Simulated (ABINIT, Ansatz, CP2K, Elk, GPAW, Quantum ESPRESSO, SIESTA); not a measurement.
One structure in several programs: CsPdBr3 (P1, 5 atoms in the cell)

Self-consistent single point, at a second geometry (lattice scaled by 0.98). First geometry:

```
CsPdBr3
1.0
    5.41693     0.00000     0.00000
    0.00196     5.41814     0.00000
    0.00080     0.00152     5.41865
Cs Pd Br
1 1 3
Direct
  0.99905   0.99228   0.99926
  0.50458   0.48479   0.50085
  0.50327   0.48825   0.00077
  0.49871   0.98508   0.49815
  0.00439   0.48959   0.50097
```

Shared settings, as Ansatz (a program for electronic structure) writes them: kpoints.mp_grid.grid = 3 3 3; scf.occupations.method = fermi_dirac; scf.occupations.width = 0.05 eV. Potentials and cutoffs stand in the table.

| code | model | ΔF from the first geometry (meV/atom) | pressure (GPa) | largest force (eV/Å) | cutoff |
|---|---|---|---|---|---|
| GPAW | LDA (Perdew-Wang 92), GPAW PAW datasets LDA (gpaw-data 1.0.1) | -59.0 | -4.34 | 0.037 | 550 eV |
| CP2K | LDA (Pade form), GPW, DZVP-MOLOPT-SR-GTH basis, GTH-PADE potentials (GTH_POTENTIALS) | -58.4 | -4.25 | 0.038 | grid 500 Ry |
| Elk | LDA (PW92), all-electron FP-LAPW, Elk's shipped species files, default APW+lo basis | -55.9 | – | – | default |
| Quantum ESPRESSO | LDA (PZ), GBRV 1.5 ultrasoft (LDA) pseudopotentials | -60.0 | -4.44 | 0.037 | 40 Ry |
| Ansatz | LDA (PW92), PAW files made with PBE | -61.1 | -4.53 | 0.038 | default |
| SIESTA | LDA PW92, numerical atomic orbitals TZP, PseudoDojo LDA standard norm-conserving potentials (rewritten from UPF to PSML) | -68.3 | -5.07 | 0.032 | grid 350 Ry |
| ABINIT | LDA (PW92), PAW (JTH v2.0 LDA PAW) | -60.7 | -4.61 | 0.038 | 24 Ha |

Size of the force on each atom (eV/Å): Sizes of forces hide their directions.

```csv
code,Cs1,Pd2,Br3,Br4,Br5
GPAW,0.021,0.037,0.008,0.034,0.020
CP2K,0.022,0.035,0.009,0.038,0.023
Quantum ESPRESSO,0.020,0.037,0.008,0.033,0.020
Ansatz,0.021,0.038,0.009,0.034,0.021
SIESTA,0.019,0.023,0.009,0.032,0.023
ABINIT,0.021,0.038,0.008,0.034,0.020
```

A dash marks a value that a program does not give, or that is left out as unsure.

On Ansatz's run: spin polarisation is off.

The spread over the programs that give each value: ΔF from the first geometry within 12.4 meV/atom; pressure within 0.82 GPa; largest force within 0.006 eV/Å.

CP2K and SIESTA use small atom-centred bases, whose incompleteness enters pressures, forces and empty levels differently from a plane-wave cutoff. Elk treats all electrons, but the usual bases taken here (sphere radii, linearisation, local orbitals, empty states) were not tested for convergence, so the values are no reference for the others. Ansatz's pressure is given at a fixed set of plane waves, as the other plane-wave codes print theirs. The same LDA comes in different parametrisations, which differ slightly.

The shared mesh is coarse (it stands for a supercell whose shortest vector is 16 Å), so the values are not converged in it.

The starting cell comes from a database of computed structures (which also holds hypothetical and non-ambient phases and stackings), without a prior relaxation at this level. Its lattice was rescaled by a random factor within 2.5 % of one. For this run, on top of that: lattice scaled by 0.98.

Keys are those of Ansatz 0.2.
